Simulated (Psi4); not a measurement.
Psi4 1.11, PBE0/def2-tzvp: W(O)(NH)(F)(Br) ([NH]=[W](=[O])([F])[Br]), 6 atoms. The geometry is a generated start, not checked to be a minimum at this level.

| Quantity | Value |
|---|---|
| task | energy |
| method | pbe0 |
| basis | def2-tzvp |
| memory | 3 GB |
| maxiter | 100 |
| keys of the molecule block | symmetry c1 |
| scf_type | df (default) |
| e_convergence | 1e-06 (default) |
| d_convergence | 1e-06 (default) |
| dft_radial_points | 75 (default) |
| dft_spherical_points | 302 (default) |
| effective core potentials | those of the basis set, past Kr |
| basis functions | 187 |
| grid points | 130459 |

```xyz
6

W      0.0174    -0.0418     0.4132
O      1.3847     0.3454     1.3011
N      0.2903    -0.2593    -1.3391
H      0.6780    -0.4071    -2.2735
F     -0.9011    -1.4464     1.1912
Br    -1.4694     1.8092     0.7072
```

Charge 0 and multiplicity 1 are set for this test and not shown to be the ground state.

With the defaults (diis = true, scf_initial_accelerator = adiis, damping_percentage = 0, guess = auto, which took SAD, level_shift = 0, level_shift_cutoff = 0.01, diis_max_vecs = 10) it converges in 12 SCF iterations. One run each on 2 threads, with these changes:
- guess = huckel
- scf_initial_accelerator = none
- guess = sapgau
- guess = sap
- level_shift = 0.1, level_shift_cutoff = 0.001
- diis_max_vecs = 20
- guess = gwh
- diis = false, scf_initial_accelerator = none, damping_percentage = 60
- guess = sadno

Task: Which runs fail or end elsewhere than the default run?

Result: No convergence: diis = false, scf_initial_accelerator = none, damping_percentage = 60 (the run ends without SCF convergence in 100 iterations). The rest reach the solution of the defaults.

```tsv
setting	SCF iterations	end
the defaults	12	same solution
scf_initial_accelerator = none	12	same solution
level_shift = 0.1, level_shift_cutoff = 0.001	12	same solution
diis_max_vecs = 20	12	same solution
guess = sadno	12	same solution
guess = huckel	13	same solution
guess = sapgau	15	same solution
guess = sap	16	same solution
guess = gwh	17	same solution
diis = false, scf_initial_accelerator = none, damping_percentage = 60	100	no convergence
```

1 further run of the study ended by our limits or in an error and is left out.
